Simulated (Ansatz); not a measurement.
## ZnS: pressure series

The reference is ZnS in the wurtzite structure (space group P6_3mc, No. 186; a = 3.782 Å, c = 6.208 Å).

Cell and atoms are relaxed at each pressure.

Method: Ansatz (a first-principles code), PBEsol, PAW, cutoff 420 eV, spin-orbit coupling left out.

```json
[
 {"change": "base", "volume per atom": "19.23 Å³", "electron mass": "0.16 mₑ along c, 0.18 mₑ across (at Γ)", "band gap": "2.15 eV"},
 {"change": "pressure −2 GPa", "volume per atom": "19.75 Å³", "electron mass": "0.15 mₑ along c, 0.17 mₑ across (at Γ)", "band gap": "2.04 eV"},
 {"change": "pressure −1 GPa", "volume per atom": "19.48 Å³", "electron mass": "0.15 mₑ along c, 0.18 mₑ across (at Γ)", "band gap": "2.10 eV"},
 {"change": "pressure 1.8 GPa", "volume per atom": "18.81 Å³", "electron mass": "0.16 mₑ along c, 0.18 mₑ across (at Γ)", "band gap": "2.25 eV"},
 {"change": "pressure 4.2 GPa", "volume per atom": "18.32 Å³", "electron mass": "0.16 mₑ along c, 0.19 mₑ across (at Γ)", "band gap": "2.36 eV"},
 {"change": "pressure 9 GPa", "volume per atom": "17.51 Å³", "electron mass": "0.17 mₑ along c, 0.20 mₑ across (at Γ)", "band gap": "2.56 eV"},
 {"change": "pressure 18 GPa", "volume per atom": "16.37 Å³", "electron mass": "0.17 mₑ along c, 0.22 mₑ across (at Γ)", "band gap": "2.85 eV"},
 {"change": "pressure 30 GPa", "volume per atom": "15.27 Å³", "electron mass": "–", "band gap": "2.91 eV"},
 {"change": "pressure 45 GPa", "volume per atom": "14.26 Å³", "electron mass": "0.29 mₑ along c, 0.46 mₑ across (at K)", "band gap": "2.40 eV"},
 {"change": "pressure 60 GPa", "volume per atom": "13.46 Å³", "electron mass": "0.27 mₑ along c, 0.43 mₑ across (at K)", "band gap": "1.78 eV"}
]
```

Load acts through the strain it causes; cell and atoms are relaxed under it. Effective masses come from finite differences of ±0.01 Å⁻¹. Stability against distortions was not tested. Tetrahedral semiconductors of this kind turn to denser phases somewhere between about 1 and 50 GPa; those were not computed, so compressed cells here can lie past the real transition.
